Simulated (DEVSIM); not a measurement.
## abrupt Si p-n junction

Device: abrupt Si p-n junction, at 300 K.

```tsv
layer (left to right)	material	thickness (μm)	Nd (cm⁻³)	Na (cm⁻³)	τn (s)	τp (s)
1	Si	0.490	-	1.6e15	9.5e-6	9.5e-6
2	Si	90.0	1.1e14	-	9.5e-6	2.9e-7
```

Left contact: ohmic. Right contact: ohmic. Voltage is applied to the left contact. Recombination: SRH at mid-gap, radiative. Mobility is μmin + (μ − μmin)/(1 + (N/Nref)^α).

This is a model device: material constants are rounded textbook-type values typed into the input, and sizes, dopings and lifetimes were drawn at random. Values at 300 K.

| parameter | Si |
|---|---|
| gap (eV) | 1.124 |
| affinity (eV) | 4.05 |
| permittivity | 11.7 |
| Nc (cm⁻³) | 2.86e19 |
| Nv (cm⁻³) | 3.1e19 |
| μn (cm²/Vs) | 1417 |
| μp (cm²/Vs) | 470 |
| μn,min | 52 |
| μp,min | 45 |
| Nref,n | 9.7e16 |
| Nref,p | 2.2e17 |
| αn | 0.68 |
| αp | 0.72 |
| B (cm³/s) | 4.7e-15 |

Model (solved in DEVSIM): 1D drift-diffusion, Boltzmann statistics, complete ionisation; no tunnelling, impact ionisation, image-force lowering or self-heating.

```json
{
 "potential_step_across_the_device_at_zero_bias": "0.546 V",
 "largest_field_in_the_device_at_zero_bias": "4100 V/cm",
 "Dark forward voltage at 1 A/cm²": "0.703 V"
}
```

Dark forward current:

```tsv
V (V)	J (A/cm²)
0.05	1.0e-7
0.15	4.5e-6
0.20	2.9e-5
0.30	0.0012
0.40	0.034
0.45	0.099
0.55	0.34
0.60	0.52
0.70	0.98
0.80	1.6
0.85	2.0
0.95	2.8
1.05	3.8
1.10	4.4
1.20	5.7
1.25	6.3
1.35	7.8
1.45	9.5
1.50	10
1.60	12
```

Dark reverse current:

```json
[
 {"V (V)": "-0.10", "J (A/cm²)": "-2.6e-8"},
 {"V (V)": "-0.25", "J (A/cm²)": "-3.5e-8"},
 {"V (V)": "-0.50", "J (A/cm²)": "-4.6e-8"},
 {"V (V)": "-0.75", "J (A/cm²)": "-5.6e-8"},
 {"V (V)": "-1.00", "J (A/cm²)": "-6.5e-8"},
 {"V (V)": "-1.50", "J (A/cm²)": "-8.1e-8"},
 {"V (V)": "-2.00", "J (A/cm²)": "-9.5e-8"},
 {"V (V)": "-2.50", "J (A/cm²)": "-1.1e-7"},
 {"V (V)": "-3.25", "J (A/cm²)": "-1.3e-7"},
 {"V (V)": "-4.00", "J (A/cm²)": "-1.5e-7"},
 {"V (V)": "-5.00", "J (A/cm²)": "-1.7e-7"}
]
```
